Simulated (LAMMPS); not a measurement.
Pressure dependence of Ni (fcc) at 2250 K, from the melt.

Level of theory: classical MD, pair style eam/alloy, file CuNi.eam.alloy; code LAMMPS.

```
P (GPa)   state                    volume       coordination number  self-diffusion coefficient of Ni (not corrected for cell size)        viscosity
-------  ------  ------------------------  ------------------------  --------------------------------------------------------------  ---------------
0        liquid    13.113 ± 0.002 Å³/atom  12.8 (counted to 3.46 Å)                                       (9.0 ± 0.1) × 10^-5 cm²/s  2.2 ± 0.2 mPa s
2        liquid  12.8177 ± 0.0005 Å³/atom  12.4 (counted to 3.38 Å)                                       (8.0 ± 0.1) × 10^-5 cm²/s  2.5 ± 0.2 mPa s
5        liquid    12.436 ± 0.001 Å³/atom  13.0 (counted to 3.42 Å)                                     (6.91 ± 0.04) × 10^-5 cm²/s  2.8 ± 0.2 mPa s
```

Caution (rows 2; 5): a run this short can hold a crystal over, or a liquid under, the potential's own melting point, which these runs don't give.

Estimate the isothermal bulk modulus at zero pressure. A parabola P(ln V) through the three points gives −dP/d ln V = 83 GPa at zero pressure.

States go by the mean squared displacement: a species diffuses where it passes 1.5 Å², still rises and gives D over 1e-6 cm²/s; a crystal has left its structure where atoms lie 0.35 Å off their sites on average or a cubic box changes its shape by 3 %, or the axial ratios of another lie 8 % off the starting cell's, which the potential's own relaxation can also do.

Errors of D are the spread over four groups of atoms in one short run; a floor of about 5 %, a picked value, is safer.

Errors shown are sampling errors alone.
